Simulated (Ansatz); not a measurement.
Band structure of Nb₃Au (Pm-3n, 8 atoms in the cell).

```
CELL_PARAMETERS angstrom
      5.29342     0.00000     0.00000
      0.00000     5.29342     0.00000
      0.00000     0.00000     5.29342
ATOMIC_POSITIONS crystal
  Nb 0.50000 0.25000 0.00000
  Nb 0.50000 0.75000 0.00000
  Nb 0.25000 0.00000 0.50000
  Nb 0.75000 0.00000 0.50000
  Nb 0.00000 0.50000 0.25000
  Nb 0.00000 0.50000 0.75000
  Au 0.50000 0.50000 0.50000
  Au 0.00000 0.00000 0.00000
```

Method of the run: PBEsol, PAW files made with PBE (plane waves; Ansatz, a quantum-chemistry and plane-wave program).

Settings: basis.ecutwfc = 420 eV; kpoints.mp_grid.grid = 5 5 5; hamiltonian.xc = pbesol; hamiltonian.pseudopotentials = {kind: paw} (an earlier, softer set of the program's PAW files); scf.occupations.method = fermi_dirac; scf.occupations.width = 0.05 eV; kpoints.band_path.npoints = 8.

The starting cell comes from a database of computed structures (which also holds hypothetical and non-ambient phases and stackings), without a prior relaxation at this level. Its lattice was rescaled by a random factor within 2.5 % of one. Spin-orbit coupling is off. Spin polarisation is off.

Levels in eV from the Fermi level, bands 54 to 61:
```
point     54     55     56     57     58     59     60    61
-----  -----  -----  -----  -----  -----  -----  -----  ----
Γ      -1.53  -1.17  -1.17  -1.17   0.06   0.06   0.20  0.20
X      -0.59  -0.52  -0.52  -0.41  -0.41  -0.26  -0.26  0.26
M      -1.24  -1.06  -0.57   0.00   0.00   0.77   0.77  1.02
R      -1.08  -1.08  -1.08   0.62   0.62   0.62   0.62  0.62
```

Bands cross the Fermi level along this path, so the cell is metallic at this level.

Keys are those of Ansatz 0.2.
